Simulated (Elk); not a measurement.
Elk run on Ge (Fd-3m, 2 atoms in the cell): self-consistent single point.

Level of theory: PBE, spin-orbit coupling in second variation, all-electron FP-LAPW, Elk's shipped species files, default APW+lo basis (Elk 10.2.4).

```yaml
crystal:
  lattice:
    - [0.00000, 2.85107, 2.85107]
    - [2.85107, 0.00000, 2.85107]
    - [2.85107, 2.85107, 0.00000]
  atoms:
    - { symbol: Ge, position: [0.00000, 0.00000, 0.00000] }
    - { symbol: Ge, position: [0.25000, 0.25000, 0.25000] }
```

Reference input (self-consistent single point, DFT, PBE, all-electron FP-LAPW, Elk's shipped species files, default APW+lo basis): xctype = 20; swidth = 0.000367493 Ha; ngridk = 5 5 5; rmtscf = 0.91; maxscl = 100. This run's input differs from it in these lines:

```diff
@@ -6,4 +6,13 @@
 
+spinorb
+  .true.
+
 rmtscf
   0.91
+
+lmaxi
+  3
+
+nempty
+  10
```

Output, abridged:

```
│ Self-consistent loop started │
│ Loop number : 1 │
 total energy                :     -4202.68707728
 total moment                :  -0.9598414108E-20  0.1271065526E-19  0.2141052143E-23
│ Loop number : 2 │
 total energy                :     -4202.66477322
 total moment                :   0.1493540681E-19 -0.2183321893E-20  0.5968895130E-23
RMS change in Kohn-Sham potential (target) :   0.1004552926     (  0.1000000000E-05)
Absolute change in total energy (target)   :   0.2230406595E-01 (  0.1000000000E-03)
│ Loop number : 3 │
 total energy                :     -4201.50043931
   [... lines left out ...]
 total energy                :     -4198.33138322
 total moment                :   0.1050192915E-19  0.3352918434E-20 -0.8411924344E-22
RMS change in Kohn-Sham potential (target) :   0.1146112743E-06 (  0.1000000000E-05)
Absolute change in total energy (target)   :   0.3136901742E-03 (  0.1000000000E-03)
│ Loop number : 13 │
 total energy                :     -4198.33140460
 total moment                :  -0.3252724285E-20  0.9635744703E-20  0.3900739539E-22
RMS change in Kohn-Sham potential (target) :   0.3185830160E-07 (  0.1000000000E-05)
Absolute change in total energy (target)   :   0.5704231171E-04 (  0.1000000000E-03)
Convergence targets achieved

│ Loop number : 14 │

Energies :
 Fermi                       :     0.200380329451
 xc effective B-field        :    -0.201033722991E-10
 external B-field            :      0.00000000000
 total energy                :     -4198.33140448
 (external B-field energy excluded from total)

Density of states at Fermi energy :    21.78248768
 (states/Hartree/unit cell)

Estimated indirect band gap :   0.1010449676E-01
 from k-point      1 to k-point      1
Estimated direct band gap   :   0.1010449676E-01
 at k-point      1

Charges :
 core                        :    36.00000000
 valence                     :    28.00000000
 interstitial                :    3.926122438
 muffin-tins (core leakage)
  species :    1 (Ge)
   atom    1                 :    30.03693878     (  0.1145042148E-02)
   [... lines left out ...]
 muffin-tins
  species :    1 (Ge)
   atom    1                 :  -0.2188154011E-20 -0.3386333664E-20  0.1359664462E-23
   atom    2                 :  -0.2188154011E-20 -0.3386333664E-20  0.1359664462E-23
 total in muffin-tins        :  -0.4376308022E-20 -0.6772667327E-20  0.2719328925E-23
 total moment                :  -0.4375453856E-20 -0.6772581083E-20  0.2828930324E-23

│ Self-consistent loop stopped │
```

The run converged in 14 iterations. The count includes the last loop, which Elk runs after its targets are met. 

The starting cell has typed, rounded lattice constants, without a prior relaxation at this level. Its lattice was rescaled by a random factor within 2.5 % of one. Values depend on the basis (sphere radii, cutoffs, local orbitals), which need not be converged. The log's line on a gap gives a spacing of levels on this mesh, which the program prints for metals too.
